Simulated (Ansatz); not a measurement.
The parent structure is HfC in the rock salt structure (space group Fm-3m, No. 225; a = 4.6513 Å; relaxed with 0.1 eV smearing). Axes: x, y, z lie along the cube axes.

Calculations: PBE (Ansatz, a first-principles code; PAW; 420 eV plane waves; no spin-orbit coupling).

It is then changed as follows: every lattice vector is stretched by 1.50 %; the atoms relax in the strained cell.

**Question.** Predict the stress tensor and what it implies for the stiffness.

**Answer.** Stress of the strained cell less that of the base (GPa, compression positive):
```
   -9.6     0.0     0.0
    0.0    -9.6     0.0
    0.0     0.0    -9.6
```

Then B = −ΔP/(ΔV/V₀) with ΔV/V₀ = 0.0457 gives secant stiffness values (nonlinear terms included at this strain): B ≈ 209 GPa.

As a check, the harmonic strain energy −½ V₀ Δσ:ε is 17 meV/atom; the computed energy rise is 18 meV/atom.

Whether these cells are dynamically stable was not tested. All final runs are without spin polarisation.
